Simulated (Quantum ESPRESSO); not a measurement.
**Variants of one calculation on Mg14NiSn (Amm2, 16 atoms in the cell)**

```yaml
crystal:
  lattice:
    - [10.15250, 0.00000, 0.00000]
    - [0.00000, 3.13914, 5.39050]
    - [0.00000, -3.13914, 5.39050]
  atoms:
    - { symbol: Mg, position: [0.00000, 0.16607, 0.16607] }
    - { symbol: Mg, position: [0.00000, 0.66464, 0.66464] }
    - { symbol: Mg, position: [0.50000, 0.16259, 0.66471] }
    - { symbol: Mg, position: [0.50000, 0.66471, 0.16259] }
    - { symbol: Mg, position: [0.00000, 0.16985, 0.66517] }
    - { symbol: Mg, position: [0.00000, 0.66517, 0.16985] }
    - { symbol: Mg, position: [0.26399, 0.32836, 0.84402] }
    - { symbol: Mg, position: [0.73601, 0.84402, 0.32836] }
    - { symbol: Mg, position: [0.73601, 0.32836, 0.84402] }
    - { symbol: Mg, position: [0.26399, 0.84402, 0.32836] }
    - { symbol: Mg, position: [0.26194, 0.32819, 0.32819] }
    - { symbol: Mg, position: [0.73806, 0.32819, 0.32819] }
    - { symbol: Mg, position: [0.24650, 0.83348, 0.83348] }
    - { symbol: Mg, position: [0.75350, 0.83348, 0.83348] }
    - { symbol: Ni, position: [0.50000, 0.16880, 0.16880] }
    - { symbol: Sn, position: [0.50000, 0.67004, 0.67004] }
```

Base run A: PBEsol, SSSP 1.1.2 efficiency (PBE) pseudopotentials (Quantum ESPRESSO), self-consistent single point.

Its settings: ecutwfc = 50 Ry; ecutrho = 400 Ry; occupations = smearing; smearing = marzari-vanderbilt; degauss = 0.0073499 Ry; input_dft = pbesol; potentials = {Mg: Mg.pbe-n-kjpaw_psl.0.3.0.UPF, Ni: ni_pbe_v1.4.uspp.F.UPF, Sn: Sn_pbe_v1.uspp.F.UPF}; K_POINTS = automatic 2 5 5 1 1 1; conv_thr = 1e-09 Ry; mixing_beta = 0.7.

The starting cell comes from a database of computed structures (which also holds hypothetical and non-ambient phases and stackings), without a prior relaxation at this level. Spin polarisation is off.

ΔF is the free energy per atom less that of run A. 

```json
[
 {"run": "A", "change": "base", "ΔF (meV/atom)": "0.00", "pressure (GPa)": "-0.82", "largest force (eV/Å)": "0.108", "k-points": "9"},
 {"run": "B", "change": "smearing: marzari-vanderbilt → gaussian; degauss: 0.0073499 Ry → 0.02205 Ry", "ΔF (meV/atom)": "-9.0", "pressure (GPa)": "-0.76", "largest force (eV/Å)": "0.096", "k-points": "9"},
 {"run": "C", "change": "K_POINTS: automatic 2 5 5 1 1 1 → automatic 1 1 1 1 1 1", "ΔF (meV/atom)": "-123.9", "pressure (GPa)": "-1.57", "largest force (eV/Å)": "0.442", "k-points": "1"},
 {"run": "D", "change": "conv_thr: 1e-09 Ry → 0.0073 Ry", "ΔF (meV/atom)": "2.3", "pressure (GPa)": "8.96", "largest force (eV/Å)": "0.111", "k-points": "9"},
 {"run": "E", "change": "degauss: 0.0073499 Ry → 0.036749 Ry", "ΔF (meV/atom)": "3.9", "pressure (GPa)": "-1.01", "largest force (eV/Å)": "0.131", "k-points": "9"},
 {"run": "F", "change": "nosym: default → true", "ΔF (meV/atom)": "0.00", "pressure (GPa)": "-0.82", "largest force (eV/Å)": "0.108", "k-points": "25"},
 {"run": "G", "change": "ecutwfc: 50 Ry → 35 Ry; ecutrho: 400 Ry → 280 Ry", "ΔF (meV/atom)": "22.1", "pressure (GPa)": "-2.30", "largest force (eV/Å)": "0.108", "k-points": "9"},
 {"run": "H", "change": "conv_thr: 1e-09 Ry → 0.0001 Ry", "ΔF (meV/atom)": "0.08", "pressure (GPa)": "-2.24", "largest force (eV/Å)": "0.110", "k-points": "9"},
 {"run": "I", "change": "mixing_beta: 0.7 → 0.4", "ΔF (meV/atom)": "0.00", "pressure (GPa)": "-0.82", "largest force (eV/Å)": "0.108", "k-points": "9"},
 {"run": "J", "change": "occupations: smearing → tetrahedra_lin; smearing: marzari-vanderbilt → default; degauss: 0.0073499 Ry → default", "ΔF (meV/atom)": "6.6", "pressure (GPa)": "-0.83", "largest force (eV/Å)": "0.128", "k-points": "9"}
]
```

Run H against A: The free energy is nearly the same (within 1 meV/atom), the pressure goes from -0.82 to -2.24 GPa and the largest force moves little (0.108 to 0.110 eV/Å).

Run C against A: The free energy drops by 124 meV/atom, the pressure goes from -0.82 to -1.57 GPa and the largest force goes from 0.108 to 0.442 eV/Å.
